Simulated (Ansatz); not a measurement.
Start from Ge in the diamond structure (space group Fd-3m, No. 227).

```yaml
crystal:
  lattice:
    - [0.00000, 2.81109, 2.81109]
    - [2.81109, 0.00000, 2.81109]
    - [2.81109, 2.81109, 0.00000]
  atoms:
    - { symbol: Ge, position: [0.00000, 0.00000, 0.00000] }
    - { symbol: Ge, position: [0.25000, 0.25000, 0.25000] }
```

Computed with Ansatz (an electronic-structure program), LDA, PAW, cutoff 420 eV, no spin-orbit coupling.

Base values:

- Pressure = 0.0 GPa

It is then changed as follows: an isotropic linear strain of +3.00 %, atoms relaxed at fixed cell.

### Question
What happens to the energy relative to the base?

### Answer
The energy rises by 36 meV/atom.

### Question
What happens to the pressure?

### Answer
The pressure goes from zero to -5.1 GPa.

Stability against distortions was not tested.
